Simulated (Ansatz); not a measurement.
The parent structure is Re in the hcp (Mg type) structure (space group P6_3/mmc, No. 194; a = 2.758 Å, c = 4.463 Å).

All numbers come from r2SCAN/PAW in Ansatz (an electronic-structure program), no spin-orbit coupling, earlier PAW set.

One change was made to it. Results:

The density rises by 1.49 g/cm³ (21.04 g/cm³ → 22.53 g/cm³); the c/a ratio falls by 0.042 (1.618 → 1.576).

**Question.** Which of these changes matches the shifts?
A. Re → Cu
B. Re → Al
C. Re → Pb
D. Re → Os

**Answer.** D, Re → Os. For comparison, the density in the other runs: Re → Cu gives 9.20 g/cm³; Re → Al gives 2.80 g/cm³; Re → Pb gives 11.09 g/cm³.

No phonon test of stability was made. For Cu and Al in this form, whether it has been made was not checked. All final runs are without spin polarisation. This is not the structure that Cu has at room temperature and ambient pressure. This is not the structure that Al has at room temperature and ambient pressure. This is not the structure that Pb has at room temperature and ambient pressure.
